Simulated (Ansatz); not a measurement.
# C in the diamond structure (space group Fd-3m, No. 227)

```xyz
2
Lattice="0.0000 1.7858 1.7858 1.7858 0.0000 1.7858 1.7858 1.7858 0.0000" Properties=species:S:1:pos:R:3 pbc="T T T"
C      1.7858     1.7858     1.7858
C      2.6787     2.6787     2.6787
```

The values are results of Ansatz (a program for electronic structure) PBE, no SOC, earlier PAW set, not measurements. k-mesh 16×16×16 (Γ-centred); smearing 0.05 eV (Fermi–Dirac).

| Item | Value |
|---|---|
| Volume per atom | 5.70 Å³ |
| Density | 3.50 g/cm³ |
| Band gap | 4.13 eV, indirect, Γ → Γ–X (71 % along) |
| Electron mass | 1.7 mₑ along k, 0.29 mₑ across |
| Hole mass (degenerate bands, along [100]) | 0.30, 0.30, 0.51 mₑ |
| Lowest conduction-band minima above the VBM | a point along ⟨100⟩, about 1.2 Å⁻¹ from Γ 4.13 eV |
| Total energy | -250.807 eV/atom (σ→0; compares only within this code and set-up) |

Masses are band curvatures over ±0.01 Å⁻¹ around the edge. Along k means along the line from Γ to the band edge. Stability against distortions was not tested.
